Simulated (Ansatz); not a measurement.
**TaC under a change: Li interstitial (started 1.92 Å from the nearest host atom), symmetric start**

Consider a 24-atom supercell of TaC in the rock salt structure (space group Fm-3m, No. 225; a = 4.440 Å) at its relaxed geometry.

Perturbation: one Li atom is added in an open site, starting 1.92 Å from the nearest host atom, atoms relaxed at fixed cell.

Level of theory: Ansatz (a program for electronic structure), PBEsol, PAW, cutoff 420 eV, spin-orbit coupling left out. Γ-centred 6×5×6 mesh, Fermi–Dirac width 0.05 eV.

```json
{
 "pressure": "10.4 GPa (base -0.1 GPa)",
 "largest_displacement_of_a_host_atom_from_its_site_in_the_perfect_cell": "0.24 Å",
 "final_site_of_the_added_atom": "4 C at 1.90 Å and 4 Ta at 2.13–2.16 Å (cubic)"
}
```

In so small a cell the defect repeats every few ångströms: this is an ordered compound, not a dilute defect. The defect started on the symmetric site and kept its symmetry, so it may sit on a saddle. All final runs are without spin polarisation. An odd electron count without spin: LiTa12C12 and TaC. The defect cell is not spin-polarised.
